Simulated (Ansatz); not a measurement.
## MgI2: energy against strain

MgI2 (1T layered, P-3m1, 31.307 Å³/atom at rest, c along z) under an equal strain ε in the (0001) plane with the normal axis free, as in a coherent film. PBEsol-D3(BJ) in Ansatz, a plane-wave DFT program (PAW, default set), 420 eV, 9×9×5 Γ-centred mesh, Fermi-Dirac smearing 0.05 eV; ions are relaxed within the symmetry of each cell.

Here s stands for strain and y for E less E0.

| strain (%) | E less E0 (meV/atom) |
|---|---|
| -3.00 | ? |
| -1.50 | 2.86 |
| -1.00 | 1.25 |
| -0.50 | 0.30 |
| 0.00 | 0.00 |
| 0.50 | 0.31 |
| 1.00 | 1.20 |
| 1.50 | 2.65 |

The 7 complete rows are fitted with a parabola, y against s. Least squares gives y = 0.000 - 0.0514·s + 1.2248·s². Residuals (row less fit): 0.027, -0.026, -0.032, 0.000, 0.029, 0.027, -0.029; standard error 0.035 (degrees of freedom: 4). Twice the quadratic coefficient over the volume, 2 × 1.2248 meV × 10⁴ × 0.1602 / 31.307 Å³, is twice the biaxial elastic modulus of this plane = 125 ± 1.6 GPa.

Question: Estimate the missing y (s = -3.00); what did the run itself give?

Answer: y = 0.000 - 0.0514 × (-3.0) + 1.2248 × (-3.0)² = 11.177 meV/atom. The calculation gives 11.99 meV/atom, 0.813 meV/atom above the prediction (6.8 % of the range of y in the table). The row lies outside the fitted rows, so this is an extrapolation. From the scatter of the fitted rows alone, a prediction at this place has a standard error of 0.133 meV/atom, so the miss is 6.1 times that.

One order more, fitted to all 13 runs of the series, follows each within 0.01, so the miss is the next term of a smooth law. Rows are the converged runs of the series near zero and its far end; series whose fitted rows scatter by over a few per cent of the range, as at a crossing or softening among them, aren't shown in this form. Most that stay on the fit to the last digits aren't either.
